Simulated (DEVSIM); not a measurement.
**illuminated Si n-on-p cell, one wavelength**

System: illuminated Si n-on-p cell, one wavelength, at 300 K.

```
layer (left to right)  material  thickness (μm)  Nd (cm⁻³)  Na (cm⁻³)   τn (s)   τp (s)  absorption coefficient (cm⁻¹)
---------------------  --------  --------------  ---------  ---------  -------  -------  -----------------------------
1                            Si          0.0830     5.6e18          -  0.00011   7.5e-6                            340
2                            Si            25.0          -     1.3e17  0.00034  0.00034                            340
```

Left contact: ohmic, minority hole recombination velocity 4e5 cm/s. Right contact: ohmic, minority electron recombination velocity 4e6 cm/s. Voltage is applied to the left contact. Recombination: SRH at mid-gap, radiative, Auger. Gap narrowing is on: ΔEg = 6.92 meV × (l + √(l² + 0.5)), l = ln(N/1.3e17 cm⁻³), shared equally by both band edges. Light enters at the left, 1.3e17 photons cm⁻² s⁻¹, one pass, no reflection. Mobility is constant in doping.

The device is made up for the run: typed textbook-type constants, with dimensions and the other settings drawn at random. Values at 300 K.

```csv
parameter,Si
gap (eV),1.124
affinity (eV),4.05
permittivity,11.7
Nc (cm⁻³),2.86e19
Nv (cm⁻³),3.1e19
μn (cm²/Vs),1417
μp (cm²/Vs),470
B (cm³/s),4.7e-15
Cn (cm⁶/s),2.8e-31
Cp (cm⁶/s),9.9e-32
```

DEVSIM, 1D drift-diffusion, Boltzmann statistics, complete ionisation; no tunnelling, impact ionisation, image-force lowering or self-heating.

| Property | Result |
|---|---|
| Potential step across the device at zero bias | 0.912 V |
| Largest field in the device at zero bias | 190000 V/cm |
| Dark forward voltage at 1 A/cm² | 0.654 V |
| Dark forward voltage at 100 A/cm² | 0.790 V |
| Short-circuit current | 6.87 mA/cm² |
| Open-circuit voltage | 0.525 V |
| Fill factor | 0.81 |
| Largest power | 2.91 mW/cm² |
| Share of generated pairs collected at short circuit | 0.575 |

Small-signal capacitance in reverse bias (quasi-static):

```
V (V)  C (nF/cm²)
-----  ----------
0.04          108
0.1           105
0.2          99.6
0.3          95.2
0.4          91.4
0.6          84.9
```

Current under light (generator sign):

```json
[
 {"V (V)": "0.00", "J (mA/cm²)": "6.87"},
 {"V (V)": "0.06", "J (mA/cm²)": "6.87"},
 {"V (V)": "0.14", "J (mA/cm²)": "6.87"},
 {"V (V)": "0.22", "J (mA/cm²)": "6.87"},
 {"V (V)": "0.30", "J (mA/cm²)": "6.87"},
 {"V (V)": "0.38", "J (mA/cm²)": "6.84"},
 {"V (V)": "0.40", "J (mA/cm²)": "6.81"},
 {"V (V)": "0.42", "J (mA/cm²)": "6.75"},
 {"V (V)": "0.44", "J (mA/cm²)": "6.61"},
 {"V (V)": "0.46", "J (mA/cm²)": "6.30"},
 {"V (V)": "0.48", "J (mA/cm²)": "5.65"},
 {"V (V)": "0.50", "J (mA/cm²)": "4.23"},
 {"V (V)": "0.52", "J (mA/cm²)": "1.14"},
 {"V (V)": "0.54", "J (mA/cm²)": "-5.53"}
]
```
